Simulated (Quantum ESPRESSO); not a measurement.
The steps of a band-structure calculation for Al2Au (Fm-3m, 3 atoms in the cell) with Quantum ESPRESSO.

Level of theory: PBE, PseudoDojo standard norm-conserving (PBE) pseudopotentials (plane waves; Quantum ESPRESSO).

Step 1 (scf):

```fortran
&control
  calculation = 'scf'
  prefix = 'run'
  outdir = './tmp'
  pseudo_dir = './'
  tprnfor = .true.
  tstress = .true.
/
&system
  ibrav = 2
  A = 6.0298900000
  nat = 3
  ntyp = 2
  ecutwfc = 80
  occupations = 'smearing'
  smearing = 'gauss'
  degauss = 0.0099958
  nbnd = 25
/
&electrons
  conv_thr = 1.0d-9
  mixing_beta = 0.4
/
ATOMIC_SPECIES
Al    26.9815  Al.upf
Au   196.9666  Au.upf
ATOMIC_POSITIONS crystal
Al    0.2500000000    0.2500000000    0.2500000000
Al    0.7500000000    0.7500000000    0.7500000000
Au    0.0000000000    0.0000000000    0.0000000000
K_POINTS automatic
10 10 10  0 0 0
```

Step 2 (bands):

```fortran
&control
  calculation = 'bands'
  prefix = 'run'
  outdir = './tmp'
  pseudo_dir = './'
  verbosity = 'high'
/
&system
  ibrav = 2
  A = 6.0298900000
  nat = 3
  ntyp = 2
  ecutwfc = 80
  occupations = 'smearing'
  smearing = 'gauss'
  degauss = 0.0099958
  nbnd = 25
/
&electrons
  conv_thr = 1.0d-9
  startingwfc = 'random'
  diago_thr_init = 1.0d-6
/
ATOMIC_SPECIES
Al    26.9815  Al.upf
Au   196.9666  Au.upf
ATOMIC_POSITIONS crystal
Al    0.2500000000    0.2500000000    0.2500000000
Al    0.7500000000    0.7500000000    0.7500000000
Au    0.0000000000    0.0000000000    0.0000000000
K_POINTS crystal_b
12
  0.00000000   0.00000000   0.00000000  10  ! G
  0.50000000   0.00000000   0.50000000   5  ! X
  0.50000000   0.25000000   0.75000000   4  ! W
  0.37500000   0.37500000   0.75000000  11  ! K
  0.00000000   0.00000000   0.00000000   9  ! G
  0.50000000   0.50000000   0.50000000   6  ! L
  0.62500000   0.25000000   0.62500000   4  ! U
  0.50000000   0.25000000   0.75000000   7  ! W
  0.50000000   0.50000000   0.50000000   6  ! L
  0.37500000   0.37500000   0.75000000   1  ! K
  0.62500000   0.25000000   0.62500000   4  ! U
  0.50000000   0.00000000   0.50000000   1  ! X
```

Step 3 (bands.x):

```fortran
&bands
  prefix = 'run'
  outdir = './tmp'
  filband = 'bands.dat'
  lsym = .false.
/
```

Output of bands (abridged):

```
     Atomic positions and unit cell read from directory:
     ./tmp/run.save/
     G-vector sticks info
     --------------------
     sticks:   dense  smooth     PW     G-vecs:    dense   smooth      PW
     Sum        1417    1417    421                35749    35749    5577

     bravais-lattice index     =            2
     lattice parameter (alat)  =      11.3948  a.u.
     unit-cell volume          =     369.8833 (a.u.)^3
   [... lines left out ...]
                       cart. coord. in units 2pi/alat
        k(    1) = (   0.0000000   0.0000000   0.0000000), wk =   0.0294118
        k(    2) = (  -0.1000000   0.0000000   0.0000000), wk =   0.0294118
        k(    3) = (  -0.2000000   0.0000000   0.0000000), wk =   0.0294118
   [... 65 lines left out ...]

     Dense  grid:    35749 G-vectors     FFT dimensions: (  45,  45,  45)

     The potential is recalculated from file :
     ./tmp/run.save/charge-density

     Band Structure Calculation
     Davidson diagonalization with overlap

     ethr =  1.00E-06,  avg # of iterations = 28.8

     End of band structure calculation

          k = 0.0000 0.0000 0.0000 (  4477 PWs)   bands (ev):

   -96.2059 -47.5100 -47.5100 -47.5100   0.6044   4.5448   4.5448   4.5448
     5.4921   5.4921  13.1938  14.0058  14.0058  14.0058  14.8995  14.8995
    14.8995  16.7478  16.7478  16.7478  17.5863  19.2325  19.2325  22.2302
    30.9388

          k =-0.1000 0.0000 0.0000 (  4505 PWs)   bands (ev):

   -96.2059 -47.5100 -47.5100 -47.5100   0.6479   4.5257   4.5581   4.5581
     5.4796   5.4991  13.1180  13.4844  13.4844  13.7298  15.0593  15.4662
    15.4662  16.3438  16.7971  16.7971  17.8817  19.2199  19.6288  22.4167
    30.2676

   [... 66 blocks of this kind left out ...]
```

Output of bands.x (abridged):

```
     Reading xml data from directory:

     ./tmp/run.save/

     G-vector sticks info
     --------------------
     sticks:   dense  smooth     PW     G-vecs:    dense   smooth      PW
     Sum        1417    1417    421                35749    35749    5577

     Reading collected, re-writing distributed wavefunctions
     high-symmetry point:  0.0000 0.0000 0.0000   x coordinate   0.0000
     high-symmetry point: -1.0000 0.0000 0.0000   x coordinate   1.0000
     high-symmetry point: -1.0000 0.5000 0.0000   x coordinate   1.5000
     high-symmetry point: -0.7500 0.7500 0.0000   x coordinate   1.8536
     high-symmetry point:  0.0000 0.0000 0.0000   x coordinate   2.9142
     high-symmetry point: -0.5000 0.5000 0.5000   x coordinate   3.7802
     high-symmetry point: -1.0000 0.2500 0.2500   x coordinate   4.3926
     high-symmetry point: -1.0000 0.5000 0.0000   x coordinate   4.7462
     high-symmetry point: -0.5000 0.5000 0.5000   x coordinate   5.4533
     high-symmetry point: -0.7500 0.7500 0.0000   x coordinate   6.0656
     high-symmetry point: -1.0000 0.2500 0.2500   x coordinate   6.0656
     high-symmetry point: -1.0000 0.0000 0.0000   x coordinate   6.4192

     Plottable bands (eV) written to file bands.dat.gnu
     Bands written to file bands.dat

   JOB DONE.
```

The starting cell comes from a database of computed structures (which also holds hypothetical and non-ambient phases and stackings), without a prior relaxation at this level. Its lattice was rescaled by a random factor within 2.5 % of one. Spin-orbit coupling is off.
